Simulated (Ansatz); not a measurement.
# Response to strain in ZnSiP2

The parent structure is ZnSiP2 in the chalcopyrite structure (space group I-42d, No. 122).

```xyz
8
Lattice="-2.6765 2.6765 5.2226 2.6765 -2.6765 5.2226 2.6765 2.6765 -5.2226" Properties=species:S:1:pos:R:3 pbc="T T T"
Zn     0.0000     0.0000     0.0000
Zn     0.0000     2.6765     2.6113
Si     0.0000     0.0000     5.2226
Si     2.6765     0.0000     2.6113
P      1.2604     1.3383     6.5282
P      1.3383    -1.2604     3.9169
P      1.4162     1.3383     1.3056
P      1.3383     3.9369    -1.3056
```

Cartesian axes are those of the cell as printed.

Strains are applied to the cell and any free atomic positions relax; under biaxial strain the out-of-plane vector relaxes too.

Level of theory: DFT with PBEsol, PAW potentials and a 420 eV plane-wave cutoff in Ansatz (a first-principles code), no spin-orbit coupling.

Candidates:
(a) biaxial strain +3.00 %, plane normal [001], relaxed out of plane
(b) biaxial strain +2.25 %, plane normal [001], relaxed out of plane
(c) biaxial strain +1.50 %, plane normal [001], relaxed out of plane
(d) biaxial strain +0.75 %, plane normal [001], relaxed out of plane

### Question
Order them by out-of-plane strain, highest first.

### Answer
(d) biaxial strain +0.75 %, plane normal [001], relaxed out of plane (-0.73 %), (c) biaxial strain +1.50 %, plane normal [001], relaxed out of plane (-1.47 %), (b) biaxial strain +2.25 %, plane normal [001], relaxed out of plane (-2.22 %), (a) biaxial strain +3.00 %, plane normal [001], relaxed out of plane (-2.98 %)

Stability against distortions was not tested.
